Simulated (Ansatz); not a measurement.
Consider AlAs in the zinc blende structure (space group F-43m, No. 216; a = 5.6743 Å).

All numbers come from PBEsol in Ansatz (plane waves to 420 eV, PAW, no spin-orbit coupling), earlier PAW set.

One change was made to it. Results:

The density drops by 0.03 g/cm³ (3.70 g/cm³ → 3.67 g/cm³); the band gap changes from 1.34 eV to zero.

Question: What was done to the base?
A. As → Sn
B. As → Cu
C. As → C
D. As → N

Answer: B, As → Cu. For comparison, the density in the other runs: As → Sn gives 4.05 g/cm³; As → N gives 3.25 g/cm³; As → C gives 2.61 g/cm³.

Stability against distortions was not tested. As relaxed here, AlCu, AlSn and AlC are hypothetical phases, not in the database extracts checked. The final runs are not spin-polarised. An odd electron count without spin: AlSn and AlC. This is not the structure that AlN has at room temperature and ambient pressure.

Ansatz is a quantum-chemistry and plane-wave program.
